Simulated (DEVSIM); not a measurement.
Device: Co/SiO2/n-Si capacitor, at 400 K.

```tsv
layer (left to right)	material	thickness (nm)	Nd (cm⁻³)
1	SiO2	1.60	-
2	Si	16000	1.3e15
```

Metal gate on the left, work function 5 eV. Fixed charge at the semiconductor interface -1.3e10 cm⁻² (in units of +e); no interface traps.

This is a model device: material constants are rounded textbook-type values typed into the input, and sizes, dopings and lifetimes were drawn at random. Values at 300 K; Nc and Nv go as T^1.5, mobilities as T to minus their exponent, the gap by Varshni's rule with the affinity fixed.

```
parameter         SiO2        Si
----------------  ----  --------
gap (eV)             9     1.124
affinity (eV)      0.9      4.05
permittivity       3.9      11.7
Nc (cm⁻³)            -   2.86e19
Nv (cm⁻³)            -    3.1e19
Varshni α (eV/K)     -  0.000473
Varshni β (K)        -       636
```

Simulated with DEVSIM: 1D Poisson equation in equilibrium, Boltzmann statistics, complete ionisation; no quantum confinement or tunnelling. Metal contacts follow the ideal Schottky-Mott rule: no Fermi-level pinning, no interface dipoles.

The gate work function was swept, all else fixed.

| gate work function (eV) | minimum of the low-frequency capacitance (μF/cm²) | flat-band voltage (V) | threshold voltage (band bending 2φF) (V) |
|---|---|---|---|
| 4.7 | 0.0220 | 0.29 | -0.09 |
| 4.85 | 0.0232 | 0.44 | 0.06 |
| 5 | 0.0220 | 0.59 | 0.21 |
| 5.15 | 0.0232 | 0.74 | 0.36 |
| 5.3 | 0.0220 | 0.89 | 0.51 |

From the first row to the last the flat-band voltage goes from 0.29 to 0.89.
